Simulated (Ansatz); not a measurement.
The starting structures come from a database of crystals and need not be the phases stable at ambient conditions.

 Where the default PAW files enter, the runs use the earlier of Ansatz's two default sets.

The decay constant κ of evanescent states in the gap governs leakage through a thin film.

Given:

```yaml
crystal:
  lattice:
    - [5.64021, 0.00000, 0.00000]
    - [-1.61217, 5.57589, 0.00000]
    - [0.61658, 1.50162, 6.68453]
  atoms:
    - { symbol: Mg, position: [0.35880, 0.29340, 0.19280] }
    - { symbol: Mg, position: [0.64120, 0.70660, 0.80720] }
    - { symbol: H, position: [0.92180, 0.40520, 0.18840] }
    - { symbol: H, position: [0.07820, 0.59480, 0.81160] }
    - { symbol: H, position: [0.12710, 0.64980, 0.19580] }
    - { symbol: H, position: [0.87290, 0.35020, 0.80420] }
    - { symbol: Mo, position: [0.25410, 0.12020, 0.74830] }
    - { symbol: Mo, position: [0.74590, 0.87980, 0.25170] }
    - { symbol: O, position: [0.62020, 0.64010, 0.12390] }
    - { symbol: O, position: [0.37980, 0.35990, 0.87610] }
    - { symbol: O, position: [0.64440, 0.13730, 0.17150] }
    - { symbol: O, position: [0.35560, 0.86270, 0.82850] }
    - { symbol: O, position: [0.64420, 0.76880, 0.50570] }
    - { symbol: O, position: [0.35580, 0.23120, 0.49430] }
    - { symbol: O, position: [0.07720, 0.96960, 0.20710] }
    - { symbol: O, position: [0.92280, 0.03040, 0.79290] }
    - { symbol: O, position: [0.90980, 0.52800, 0.78230] }
    - { symbol: O, position: [0.09020, 0.47200, 0.21770] }
```

Space group of this cell: P-1. The cell is taken as given; by PBEsol its mean pressure is 1.2 GPa.

Transport runs along the normal of the first two printed cell vectors.

The gap is the functional's own, uncorrected, and κ follows it; spin-orbit coupling is left out. Mid-gap values are interpolated between the computed energies.

**Question.** Predict the band gap and the smallest decay constant κ at mid-gap from Ansatz (a program for electronic structure) with PBEsol.

**Answer.** Gap 4.15 eV on a 6×6×6 mesh; κ = 0.612 1/Å, at (0.167, 0.333) of the in-plane reciprocal vectors. At the zone centre, at the nearest computed energy, the slowest state has κ = 0.68 1/Å.
